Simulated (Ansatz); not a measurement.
The starting structures come from a database of crystals and need not be the phases stable at ambient conditions.

Evanescent states of K2PdCl4 (P4/mmm, not sure to be the ambient phase, 7 atoms a cell, 29.1 Å³ an atom) along the normal of (111)

Calculation: PBEsol (plane waves, PAW; Ansatz, a program for electronic structure).

No gap correction and no spin-orbit coupling; mid-gap values are interpolated between computed energies.

Energies count from the valence-band top; κ is the least over a 4×4 mesh across the current.

| E (eV) | κ (1/Å) | where |
|---|---|---|
| 0.04 | 0.130 | Γ |
| 0.12 | 0.220 | Γ |
| 0.20 | 0.278 | Γ |
| 0.28 | 0.323 | Γ |
| 0.36 | 0.359 | Γ |
| 0.44 | 0.390 | Γ |
| 0.52 | 0.416 | Γ |
| 0.60 | 0.440 | Γ |
| 0.68 | 0.455 | off Γ |
| 0.76 | 0.460 | off Γ |
| 0.84 | 0.433 | off Γ |
| 0.92 | 0.406 | off Γ |
| 1.00 | 0.377 | off Γ |
| 1.08 | 0.344 | off Γ |
| 1.16 | 0.305 | off Γ |
| 1.24 | 0.258 | off Γ |
| 1.32 | 0.194 | off Γ |
| 1.40 | 0.082 | off Γ |

**Question.** How thick must the barrier be to attenuate the transmission by 10^4 when the electrodes' Fermi level lies at 0.84 eV, and what attenuation does that film give at 0.76 eV?

**Answer.** d = 4 ln 10 / (2 × 0.433) = 10.6 Å. At 0.76 eV it gives 4 × 0.460/0.433 = 4.2 decades.
